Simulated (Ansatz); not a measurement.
The reference is MoSi₂ (space group I4/mmm, No. 139; a = 3.202 Å, c = 7.819 Å). Axes: x, y, z lie along a, b, c of the conventional cell.

Level of theory: Ansatz (a first-principles code) r2SCAN, no SOC.

For the base:

The pressure is 0.0 GPa. The shortest interatomic distance is 2.575 Å.

The change: biaxial strain +2.18 %, plane normal [001], relaxed out of plane (Cartesian); in-plane vectors clamped, the third vector and the atoms free.

Task: What happens to the pressure?

Result: The pressure (mean of the normal stresses, compression positive) goes from zero to -6.6 GPa.

Task: What does the calculation give for the shortest interatomic distance after the change?

Result: The shortest interatomic distance falls by 0.023 Å (2.575 Å → 2.552 Å).

The mesh was chosen for an insulator and is coarse for the gapless case. Whether these cells are dynamically stable was not tested. All final runs are without spin polarisation.
